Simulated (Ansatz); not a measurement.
K₃GaF₆ (Fm-3m, No. 225, 10 atoms in the cell; start COD 2108655; high-temperature phase), treated with LDA in Ansatz (PAW).

Run with plane-wave cutoff 520 eV, 8×8×8 k mesh, Fermi–Dirac smearing 0.01 eV, scalar-relativistic PAW data made under PBE.

Cell (relaxed at this level):

```cif
data_F24Ga4K12
_chemical_formula_sum 'Ga4 K12 F24'
_space_group_name_H-M_alt 'Fm-3m'
_space_group_IT_number 225
_space_group_name_Hall '-F 4 2 3'
_cell_length_a 8.50481
_cell_length_b 8.50481
_cell_length_c 8.50481
_cell_angle_alpha 90.000
_cell_angle_beta 90.000
_cell_angle_gamma 90.000
loop_
_atom_site_label
_atom_site_type_symbol
_atom_site_symmetry_multiplicity
_atom_site_Wyckoff_symbol
_atom_site_fract_x
_atom_site_fract_y
_atom_site_fract_z
_atom_site_occupancy
Ga1 Ga 4 b 0.50000 0.50000 0.50000 1
K1 K 4 a 0.00000 0.00000 0.00000 1
K2 K 8 c 0.25000 0.25000 0.25000 1
F1 F 24 e 0.00000 0.00000 0.28010 1
```
(The calculation used a cell of 10 atoms; values per cell refer to that cell.)

Q: Estimate the band gap that the calculation returns.

A: 
* **band gap**: 6.16 eV (direct)

Note: held by symmetry at 0 K, a high-temperature phase can be a saddle point.

Spin–orbit coupling is not included.

The result took around 30 core-seconds (rough).

Ansatz is a program for electronic structure.
